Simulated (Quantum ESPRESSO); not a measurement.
Worked example: self-consistent single point of Ti (P6_3/mmc, 4 atoms in the cell) in Quantum ESPRESSO.

Method: PBE, PseudoDojo standard norm-conserving (PBE) pseudopotentials (plane waves; Quantum ESPRESSO).

```
CELL_PARAMETERS angstrom
      2.93726     0.00000     0.00000
     -1.46863     2.54374     0.00000
      0.00000     0.00000     9.45065
ATOMIC_POSITIONS crystal
  Ti 0.00000 0.00000 0.00000
  Ti 0.00000 0.00000 0.50000
  Ti 0.33333 0.66667 0.25000
  Ti 0.66667 0.33333 0.75000
```

Reference input (self-consistent single point, DFT, PBE, plane waves, PseudoDojo standard norm-conserving (PBE) pseudopotentials): ecutwfc = 85 Ry; occupations = smearing; smearing = marzari-vanderbilt; degauss = 0.0036749 Ry; potentials = {Ti: Ti.upf}; K_POINTS = automatic 9 9 3 0 0 0; conv_thr = 1e-11 Ry; mixing_beta = 0.4. This run's input differs from it in these lines:

```diff
@@ -31,3 +31,3 @@
 K_POINTS {automatic}
-9 9 3  0 0 0
+12 12 4  0 0 0
```

The program printed (abridged):

```
     Self-consistent Calculation

     iteration #  1     ecut=    85.00 Ry     beta= 0.40

     Threshold (ethr) on eigenvalues was too large:
     Diagonalizing with lowered threshold

     total energy              =    -474.80309549 Ry
     estimated scf accuracy    <       0.16787082 Ry

     iteration #  2     ecut=    85.00 Ry     beta= 0.40

     total energy              =    -474.81635415 Ry
     estimated scf accuracy    <       0.03116586 Ry

     iteration #  3     ecut=    85.00 Ry     beta= 0.40

     total energy              =    -474.80111767 Ry
     estimated scf accuracy    <       0.46295796 Ry

   [... 14 blocks of this kind left out ...]

     iteration # 18     ecut=    85.00 Ry     beta= 0.40

     total energy              =    -474.83062811 Ry
     estimated scf accuracy    <          5.8E-11 Ry

     iteration # 19     ecut=    85.00 Ry     beta= 0.40
     End of self-consistent calculation

     the Fermi energy is    13.0827 ev

!    total energy              =    -474.83062811 Ry
     estimated scf accuracy    <          1.3E-12 Ry
     smearing contrib. (-TS)   =      -0.00000575 Ry
     internal energy E=F+TS    =    -474.83062237 Ry

     convergence has been achieved in  19 iterations

     Forces acting on atoms (cartesian axes, Ry/au):

     atom    1 type  1   force =    -0.00000000    0.00000000    0.00000000
   [... zero for the other atoms too ...]

     Total force =     0.000000     Total SCF correction =     0.000000

          total   stress  (Ry/bohr**3)                   (kbar)     P=      -10.43
  -0.00004958   0.00000000  -0.00000000           -7.29        0.00       -0.00
   0.00000000  -0.00004958  -0.00000000            0.00       -7.29       -0.00
  -0.00000000  -0.00000000  -0.00011350           -0.00       -0.00      -16.70

   JOB DONE.
```

The run converged in 19 iterations. Against the reference run the free energy falls by 2.1 meV/atom and the pressure moves little (-0.96 to -1.04 GPa).

The starting cell was generated: these elements placed on a structure prototype, without a prior relaxation; it need not be a known phase or ordering of this composition. Spin polarisation is off.

Cost on one core of a shared machine: roughly 4 min.
